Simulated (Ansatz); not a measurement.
Base system: MoS$_{2}$ (space group P6_3/mmc, No. 194; a = 3.149 Å, c = 12.089 Å; layered, stacked along the Cartesian z axis).

The values are results of Kohn–Sham DFT with the PBE-D3(BJ) functional, run in Ansatz (a quantum-chemistry and plane-wave program) with PAW and 420 eV plane waves, no SOC, not measurements.

Strains are applied to the cell and any free atomic positions relax.

One change was made to it. Results:

```tsv
quantity	base	after
band gap	0.77 eV	0.74 eV
pressure (mean of the normal stresses, compression positive)	0.00 GPa	1.41 GPa
valence-band top at Γ (three highest levels, from the VBM)	0.00, -1.11, -1.29 eV	0.00, -1.08, -1.37 eV
```

**Question.** Which change produced these results?
(A) isotropic strain −1.20 %
(B) isotropic strain −0.60 %
(C) isotropic strain −2.40 %

**Answer.** B, isotropic strain −0.60 %. For comparison, the band gap in the other runs: isotropic strain −2.40 % gives 0.61 eV; isotropic strain −1.20 % gives 0.70 eV.

Stability against distortions was not tested.
